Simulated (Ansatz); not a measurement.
## Hypothetical zinc blende NaI: response to strain

Start from NaI in the zinc blende structure (space group F-43m, No. 216; a = 7.088 Å; a hypothetical phase, not in the database extracts checked). Axes: x, y, z lie along the cube axes.

Strains are applied to the cell and any free atomic positions relax; under biaxial strain the out-of-plane vector relaxes too; under stress the whole cell relaxes.

Method: Ansatz (a first-principles code) r2SCAN, without spin-orbit coupling.

Notes on the quantities. energy relative to the base: free energy F.

```tsv
case	band gap	space group	energy relative to the base
base	4.42 eV	F-43m (No. 216)	0 meV/atom
biaxial strain +2.26 %, plane normal [001], relaxed out of plane	4.36 eV	I-4m2 (No. 119)	+0.5 meV/atom
isotropic strain −2.22 %	4.54 eV	F-43m (No. 216)	+7.8 meV/atom
uniaxial strain ε_yy = −1.58 %	4.43 eV	I-4m2 (No. 119)	+0.4 meV/atom
uniaxial strain ε_yy = +2.23 %	4.37 eV	I-4m2 (No. 119)	+0.9 meV/atom
uniaxial strain ε_zz = −1.42 %	4.43 eV	I-4m2 (No. 119)	+0.4 meV/atom
uniaxial stress, 1 GPa compression along z	3.68 eV	I-4m2 (No. 119)	+9.8 meV/atom
uniaxial stress, 2 GPa compression along z	3.43 eV	I-4m2 (No. 119)	+26 meV/atom
uniaxial stress, 0.5 GPa compression along x	3.83 eV	I-4m2 (No. 119)	+2.9 meV/atom
tensor shear ε_yz = −0.70 %	4.40 eV	Imm2 (No. 44)	+0.1 meV/atom
```

With I present, leaving out spin-orbit coupling can change the band edges. Stability under load was not tested beyond the relaxation. Under uniaxial stress, 1 GPa compression along z, uniaxial stress, 2 GPa compression along z and uniaxial stress, 0.5 GPa compression along x the cell changed shape so far that it is another structure.
